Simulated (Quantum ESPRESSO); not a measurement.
A user runs Quantum ESPRESSO on Zr10HN8 (P-1, 19 atoms in the cell) and asks whether the run is sound. The aim is a self-consistent single point with DFT, LDA (PZ), plane waves, GBRV 1.5 ultrasoft (LDA) pseudopotentials.

Input as run:

```fortran
&control
    calculation = 'scf'
    prefix = 'scf'
    outdir = './work'
    pseudo_dir = './'
    tprnfor = .true.
    tstress = .true.
/
&system
    ibrav = 0
    celldm(1) = 10.50919406
    nat = 19
    ntyp = 3
    ecutwfc = 6
    ecutrho = 48
    occupations = 'smearing'
    smearing = 'cold'
    degauss = 0.0073499
/
&electrons
    conv_thr = 1.0d-9
    mixing_beta = 0.3
/
ATOMIC_SPECIES
Zr    91.2240  zr_lda_v1.uspp.F.UPF
H      1.0080  h_lda_v1.4.uspp.F.UPF
N     14.0070  n_lda_v1.2.uspp.F.UPF
CELL_PARAMETERS alat
   1.00000000     0.00000000     0.00000000
   0.17119373     0.98529173     0.00000000
   0.48507164     0.40936207     1.39318740
ATOMIC_POSITIONS angstrom
Zr    6.35118016    3.55432521    7.34323832
Zr    2.85968584    4.20165979    0.40459168
Zr    8.27326205    5.98029957    6.55613627
Zr    0.93760395    1.77568543    1.19169373
Zr    3.68128293    2.12509255    2.68741231
Zr    5.52958307    5.63089245    5.06041769
Zr    5.56476458    4.68598147    1.94137376
Zr    3.64610142    3.07000354    5.80645624
Zr    6.49051254    2.60384217    4.27982381
Zr    2.72035346    5.15214283    3.46800619
H     4.60543300    3.87799250    3.87391500
N     6.45438110    7.28665891    6.20539200
N     2.75648490    0.46932609    1.54243800
N     4.57362484    4.79827353    6.98745796
N     4.63724116    2.95771147    0.76037204
N     5.54307338    0.91819052    3.10176626
N     3.66779262    6.83779448    4.64606374
N     1.85252474    3.41849672    2.32148230
N     7.35834126    4.33748828    5.42634770
K_POINTS automatic
4 4 3  0 0 0
```

Output, abridged:

```
     Message from routine setup:
     using ibrav=0 with symmetry is DISCOURAGED, use correct ibrav instead
     G-vector sticks info
     --------------------
     sticks:   dense  smooth     PW     G-vecs:    dense   smooth      PW
   [... lines left out ...]
        14        N      tau(  14) = (   0.8224131   0.8628086   1.2564600  )
        15        N      tau(  15) = (   0.8338523   0.5318452   0.1367274  )
        16        N      tau(  16) = (   0.9967359   0.1651058   0.5577486  )
        17        N      tau(  17) = (   0.6595295   1.2295480   0.8354388  )
        18        N      tau(  18) = (   0.3331144   0.6147020   0.4174407  )
        19        N      tau(  19) = (   1.3231509   0.7799518   0.9757467  )

     number of k points=    26  Marzari-Vanderbilt smearing, width (Ry)=  0.0073
                       cart. coord. in units 2pi/alat
        k(    1) = (   0.0000000   0.0000000   0.0000000), wk =   0.0416667
        k(    2) = (   0.0000000   0.0000000   0.2392595), wk =   0.0833333
        k(    3) = (   0.0000000   0.2537320  -0.0745544), wk =   0.0833333
   [... 23 lines left out ...]

     Dense  grid:     8941 G-vectors     FFT dimensions: (  24,  24,  36)

     Smooth grid:     3167 G-vectors     FFT dimensions: (  18,  18,  25)

     Initial potential from superposition of free atoms

     starting charge     160.9820, renormalised to     161.0000

     negative rho (up, down):  5.818E-01 0.000E+00
     Self-consistent Calculation

     iteration #  1     ecut=     6.00 Ry     beta= 0.30

     negative rho (up, down):  4.952E-01 0.000E+00

     total energy              =   -1085.64439337 Ry
     estimated scf accuracy    <      25.82681975 Ry

     iteration #  2     ecut=     6.00 Ry     beta= 0.30

     negative rho (up, down):  5.311E-01 0.000E+00

     total energy              =   -1077.74678422 Ry
     estimated scf accuracy    <      10.85017513 Ry

     iteration #  3     ecut=     6.00 Ry     beta= 0.30

     negative rho (up, down):  4.715E-01 0.000E+00

     total energy              =   -1078.53075731 Ry
     estimated scf accuracy    <       0.40888423 Ry

   [... 10 blocks of this kind left out ...]

     iteration # 14     ecut=     6.00 Ry     beta= 0.30

     negative rho (up, down):  3.225E-01 0.000E+00

     total energy              =   -1078.59272635 Ry
     estimated scf accuracy    <          1.0E-09 Ry

     iteration # 15     ecut=     6.00 Ry     beta= 0.30

     negative rho (up, down):  3.192E-01 0.000E+00
     End of self-consistent calculation

     the Fermi energy is    20.7314 ev

!    total energy              =   -1078.59273130 Ry
     estimated scf accuracy    <          5.0E-10 Ry
     smearing contrib. (-TS)   =      -0.00036660 Ry
     internal energy E=F+TS    =   -1078.59236470 Ry

     convergence has been achieved in  15 iterations

     negative rho (up, down):  3.192E-01 0.000E+00

     Forces acting on atoms (cartesian axes, Ry/au):

     atom    1 type  1   force =     0.00866329   -0.01840124    0.00324328
     atom    2 type  1   force =    -0.00866329    0.01840124   -0.00324328
     atom    3 type  1   force =     0.00997826    0.00614357    0.01072815
     atom    4 type  1   force =    -0.00997826   -0.00614357   -0.01072815
   [... lines left out ...]
     Total force =     0.081675     Total SCF correction =     0.000080
   [... lines left out ...]

     negative rho (up, down):  3.192E-01 0.000E+00
          total   stress  (Ry/bohr**3)                   (kbar)     P=    -9476.48
  -0.06438014   0.00004998   0.00011231        -9470.65        7.35       16.52
   0.00004998  -0.06436392   0.00015533            7.35    -9468.26       22.85
   0.00011231   0.00015533  -0.06451537           16.52       22.85    -9490.54

   JOB DONE.
```

Question: Is anything amiss in this input, and did it matter?

Answer: The run is not sound. The fault is a basis or grid far too coarse for these potentials. The error of an incomplete plane-wave basis or grid does not cancel at such settings. To fix it, restore the cutoff that the potentials need and check convergence. The run converged in 15 iterations without an error; against the sound input the free energy goes up by 56.7 eV/atom, the pressure goes from -4.55 to -947.6 GPa and the largest force goes from 0.282 to 0.850 eV/Å. The full log also holds: “c_bands:  2 eigenvalues not converged”.

An input that runs soundly differs in these lines (not the only fix; some lines may just follow from the change or write a value another way):
```diff
-    ecutwfc = 6
-    ecutrho = 48
+    ecutwfc = 40
+    ecutrho = 320
```

With that input, the run converged in 14 iterations: free energy E − TS -15752.8188 eV; Fermi level (on the code's own zero) 16.87 eV; pressure -4.55 GPa; largest force (vector length) 0.282 eV/Å (DFT, LDA (PZ), plane waves, GBRV 1.5 ultrasoft (LDA) pseudopotentials).

On the sound input: the starting cell comes from a database of computed structures (which also holds hypothetical and non-ambient phases and stackings), without a prior relaxation at this level. Its lattice was rescaled by a random factor within 2.5 % of one. With a pressure of about -5 GPa the cell is away from its equilibrium volume at this level.
